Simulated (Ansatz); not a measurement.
**CsCl-type SmAg**

Computed with LDA (plane waves, PAW; Ansatz, a quantum-chemistry and plane-wave program).

Numerical settings: plane-wave cutoff 520 eV, 16×16×16 k mesh, Fermi–Dirac smearing 0.05 eV, spin-polarised with parallel moments, scalar-relativistic PAW data made under PBE.

Cell: relaxed at this level.

* **band gap**: zero (no gap)
* **lattice parameter a**: 3.631 Å
* **bulk modulus B0**: 56.0 GPa

Note: the magnetic order was assumed, not searched for or taken from measurement; the 4f shell is treated without U or exact exchange, so its levels and filling can be wrong; the bulk modulus is −V dP/dV from two relaxed cells at ±2 % in volume.

Spin–orbit coupling is not included.

The computed numbers hold no vibrational or temperature effects.

The result took very roughly 5 core-minutes.
